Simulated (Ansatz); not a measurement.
What uniaxial stress, 5 GPa compression along z does to Al2O3

The parent structure is Al2O3 (space group R-3, No. 148; a cell from a computed database, its experimental status unchecked).

```
Al2O3
1.0
    2.40710     1.38974     4.48183
   -2.40710     1.38974     4.48183
    0.00000    -2.77948     4.48183
Al O
4 6
Cartesian
  0.00000   0.00000   0.00000
  0.00000   0.00000   6.72275
  0.00000   0.00000   4.12411
  0.00000   0.00000   9.32139
 -1.47421  -0.05243   7.95577
  1.47421   0.05243   5.48972
  0.69169   1.30292   7.95577
 -0.69169  -1.30292   5.48972
  0.78251  -1.25048   7.95577
 -0.78251   1.25048   5.48972
```

Cartesian axes are those of the cell as printed.

Perturbation: uniaxial stress, 5 GPa compression along z; all other stress components relax to zero.

The values are results of Ansatz (a first-principles code) PBEsol, spin-orbit coupling left out, not measurements. k-mesh 8×8×8 (Γ-centred); smearing 0.05 eV (Fermi–Dirac).

| quantity | base | changed | shift |
|---|---|---|---|
| volume per atom | 9.00 Å³ | 8.89 Å³ | -0.101 Å³ |
| shortest interatomic distance | 1.837 Å | 1.834 Å | -0.003 Å |
| energy relative to the base (free energy F) | 0 meV/atom | +2.1 meV/atom | +2.1 meV/atom |
| band gap (an upper bound: an edge found on the path is not a true extremum; both cells) | 5.82 eV | 5.80 eV | -0.029 eV |
| strain response (xx, yy, zz) | – | (+0.21, +0.21, −1.53) % | – |
| secant Young's modulus along z | – | 330 GPa | – |
| mean lateral Poisson ratio | – | 0.14 | – |

Final structure:

```yaml
crystal:
  lattice:
    - [2.41211, 1.39263, 4.41312]
    - [-2.41211, 1.39263, 4.41312]
    - [0.00000, -2.78526, 4.41312]
  atoms:
    - { symbol: Al, position: [0.00000, 0.00000, 0.00000] }
    - { symbol: Al, position: [0.50000, 0.50000, 0.50000] }
    - { symbol: Al, position: [0.30537, 0.30537, 0.30537] }
    - { symbol: Al, position: [0.69463, 0.69463, 0.69463] }
    - { symbol: O, position: [0.27840, 0.89102, 0.60425] }
    - { symbol: O, position: [0.72160, 0.10898, 0.39575] }
    - { symbol: O, position: [0.89102, 0.60425, 0.27840] }
    - { symbol: O, position: [0.10898, 0.39575, 0.72160] }
    - { symbol: O, position: [0.60425, 0.27840, 0.89102] }
    - { symbol: O, position: [0.39575, 0.72160, 0.10898] }
```

Stability under load was not tested beyond the relaxation.
